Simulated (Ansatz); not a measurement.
Results of r²SCAN (Ansatz, a quantum-chemistry and plane-wave program, plane waves, PAW) for L1₂ (Cu3Au-type) Al₃Sc.

Settings: plane-wave cutoff 600 eV, 10×10×10 k mesh, Fermi–Dirac smearing 0.1 eV, finite displacements, scalar-relativistic PAW data made under PBE.

The cell has the measured lattice parameters. Conventional cell: a = 4.1030 Å, b = 4.1030 Å, c = 4.1030 Å, α = 90.00°, β = 90.00°, γ = 90.00°.

Space group Pm-3m (No. 221); a = b = c = 4.1030 Å, α = β = γ = 90.00°

| atom | site | symmetry | x | y | z |
|---|---|---|---|---|---|
| Sc | 1a | m-3m | 0.0000 | 0.0000 | 0.0000 |
| Al | 3c | 4/mm.m | 0.0000 | 0.5000 | 0.5000 |

Harmonic phonon frequencies (cm⁻¹; i marks an imaginary mode):

```tsv
q point	frequencies
Γ	0 0 0 240 240 240 263 263 263 338 338 338
X	179 179 190 190 235 238 271 282 285 285 317 317
M	172 189 189 226 232 250 251 254 254 304 316 316
```

No imaginary mode appears at these points.

Note: the cell isn't this level's own, so it is under some stress, which shifts stiffness and frequencies.
